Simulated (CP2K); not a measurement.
Worked example: self-consistent single point of CaGaSiH (P3m1, 4 atoms in the cell) in CP2K.

Computed with LDA (Pade form), GPW, DZVP-MOLOPT-SR-GTH basis, GTH-PADE potentials (GTH_POTENTIALS) (CP2K 2026.2).

```
CaGaSiH
1.0
    4.09110     0.00000     0.00000
   -2.04555     3.54300     0.00000
    0.00000     0.00000     4.76280
Ca Ga Si H
1 1 1 1
Direct
  0.00000   0.00000   0.00000
  0.66667   0.33333   0.55680
  0.33333   0.66667   0.43370
  0.66667   0.33333   0.92500
```

Reference input (self-consistent single point, DFT PBEsol, GPW, DZVP-MOLOPT-SR-GTH basis, GTH-PBE potentials (GTH_POTENTIALS)): CUTOFF = 600 Ry; REL_CUTOFF = 60 Ry; SMEAR/METHOD = FERMI_DIRAC; ELECTRONIC_TEMPERATURE = 232.09 K; KPOINTS/SCHEME = MONKHORST-PACK 6 6 5; GAMMA_CENTERED = T; XC_FUNCTIONAL = PBE:PBESOL; Ca/BASIS_SET = DZVP-MOLOPT-SR-GTH-q10; Ca/POTENTIAL = GTH-PBE-q10; Ga/BASIS_SET = DZVP-MOLOPT-SR-GTH-q13; Ga/POTENTIAL = GTH-PBE-q13; Si/BASIS_SET = DZVP-MOLOPT-SR-GTH-q4. This run's input differs from it in these lines:

```diff
@@ -44,6 +44,3 @@
     &XC
-      &XC_FUNCTIONAL
-        &PBE
-          PARAMETRIZATION PBESOL
-        &END PBE
+      &XC_FUNCTIONAL PADE
       &END XC_FUNCTIONAL
@@ -81,3 +78,3 @@
       BASIS_SET DZVP-MOLOPT-SR-GTH-q10
-      POTENTIAL GTH-PBE-q10
+      POTENTIAL GTH-PADE-q10
     &END KIND
@@ -85,3 +82,3 @@
       BASIS_SET DZVP-MOLOPT-SR-GTH-q13
-      POTENTIAL GTH-PBE-q13
+      POTENTIAL GTH-PADE-q13
     &END KIND
@@ -89,3 +86,3 @@
       BASIS_SET DZVP-MOLOPT-SR-GTH-q4
-      POTENTIAL GTH-PBE-q4
+      POTENTIAL GTH-PADE-q4
     &END KIND
@@ -93,3 +90,3 @@
       BASIS_SET DZVP-MOLOPT-SR-GTH-q1
-      POTENTIAL GTH-PBE-q1
+      POTENTIAL GTH-PADE-q1
     &END KIND
```

The program printed (abridged):

```
 SCF WAVEFUNCTION OPTIMIZATION

  Step     Update method      Time    Convergence         Total energy    Change
     1 NoMix/Diag. 0.20E+00      -     1.77608091      -116.0672700120 -1.16E+02
     2 Broy./Diag. 0.20E+00      -     0.01836546      -116.2326987952 -1.65E-01
     3 Broy./Diag. 0.20E+00      -     0.05579825      -115.9536112915  2.79E-01
     4 Broy./Diag. 0.20E+00      -     0.00640821      -115.8223519966  1.31E-01
     5 Broy./Diag. 0.20E+00      -     0.00456466      -115.8512113727 -2.89E-02
     6 Broy./Diag. 0.20E+00      -     0.00202063      -115.8660837580 -1.49E-02
   [... 5 lines left out ...]
    12 Broy./Diag. 0.20E+00      -     0.00000907      -115.8607264438  2.58E-05
    13 Broy./Diag. 0.20E+00      -     0.00000191      -115.8607325613 -6.12E-06
    14 Broy./Diag. 0.20E+00      -     0.00000148      -115.8607333950 -8.34E-07
    15 Broy./Diag. 0.20E+00      -     0.00000019      -115.8607332514  1.44E-07
  *** SCF run converged in    15 steps ***

  Overlap energy of the core charge distribution:               0.00000000159208
  Self energy of the core charge distribution:               -181.29438225690231
  Core Hamiltonian energy:                                     48.37569951494024
  Hartree energy:                                              33.59803239453924
  Exchange-correlation energy:                                -16.54008268341796
  Electronic entropic energy:                                  -0.00000022211552
  Fermi energy:                                                 0.22053428792447

  Total energy:                                              -115.86073325136152
  Total energy (extrapolated to T->0):                       -115.86073314030376

                     Mulliken Population Analysis

   [... lines left out ...]

 STRESS| Analytical stress tensor [bar]
 STRESS|                        x                   y                   z
 STRESS|      x       -4.24302425702E+04   3.88118217970E-01  -3.81942162962E-01
 STRESS|      y        3.88118217970E-01  -4.24301747173E+04   5.70314178985E-01
 STRESS|      z       -3.81942162962E-01   5.70314178985E-01  -4.20073673470E+04
 STRESS| 1/3 Trace                                            -4.22892615448E+04
```

The run converged in 15 iterations. Against the reference run the pressure goes from -1.76 to -4.23 GPa, the largest force goes from 0.259 to 0.182 eV/Å and the gap on the mesh goes from 0.315 to 0.292 eV.

The starting cell comes from a database of computed structures (which also holds hypothetical and non-ambient phases and stackings), without a prior relaxation at this level. Values carry the incompleteness of an atom-centred basis. With a pressure of about -4 GPa the cell is away from its equilibrium volume at this level.

Cost on one core of a shared machine: roughly 50 s.
